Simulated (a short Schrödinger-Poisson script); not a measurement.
Structure: MOS inversion layer, Al2O3 on p-type Si(111), at 300 K.

```
layer  material  thickness (nm)  Na (cm⁻³)
-----  --------  --------------  ---------
1         Al2O3             5.3          -
2            Si            1800     5.5e16
```

The device is made up for the run: typed textbook-type constants, with dimensions and the other settings drawn at random. Al2O3: permittivity 9, conduction-band edge (eV) 2.7, gap (eV) 6.8, electron mass (mₑ) 0.3. Si: permittivity 11.7, conduction-band edge (eV) 0, gap (eV) 1.124, Nv at 300 K (cm⁻³) 3.1e19.

Channel valleys (confinement mass, in-plane density-of-states mass, number): Δ6 0.258, 0.358, 6. At the gate the conduction-band edge of layer 1 lies 2.83 eV − eVg above the Fermi level of the channel; the field vanishes at the back. Gaps are held at their typed values at every temperature. Mesh 0.03 nm at interfaces.

From a short Schrödinger-Poisson script (our own, NumPy): 1D Poisson equation in equilibrium, electrons quantum, Hartree (BenDaniel-Duke, 12 states a valley, the channel's in-plane mass for all, wave functions ending at the dielectric), parabolic valleys, classical holes, full ionisation, no traps, pinning or gate leakage.

The same stack at other levels of the model or other numerical settings:

```
run                                          sheet density of all electrons at Vg = 1.7 V (cm⁻²)  sheet density of all electrons at Vg = 0.5 V (cm⁻²)  capacitance at Vg = 1.7 V (μF/cm²)  centroid of the channel electrons at Vg = 1.7 V (nm)  rough cost against the base
-------------------------------------------  ---------------------------------------------------  ---------------------------------------------------  ----------------------------------  ----------------------------------------------------  ---------------------------
base                                                                                     1.09e13                                              2.00e12                                1.24                                                  2.09                      about 1
electrons treated as classical, Boltzmann                                                      ?                                                    ?                                1.45                                                  0.59                         0.04
electrons treated as classical, Fermi-Dirac                                                    ?                                              2.58e12                                1.38                                                  0.81                          0.2
mesh six times as coarse                                                                 1.09e13                                              2.00e12                                1.24                                                  2.09                          0.3
one subband a valley                                                                     1.09e13                                              1.99e12                                1.24                                                  2.00                          0.7
```

Problem. Some entries are withheld; supply them.

Solution. 
- electrons treated as classical, Fermi-Dirac, sheet density of all electrons at Vg = 1.7 V (cm⁻²): 1.27e13
- electrons treated as classical, Boltzmann, sheet density of all electrons at Vg = 0.5 V (cm⁻²): 2.62e12
- electrons treated as classical, Boltzmann, sheet density of all electrons at Vg = 1.7 V (cm⁻²): 1.32e13

The classical rows ignore confinement, and Boltzmann statistics overrate the density once the band edge passes the Fermi level.
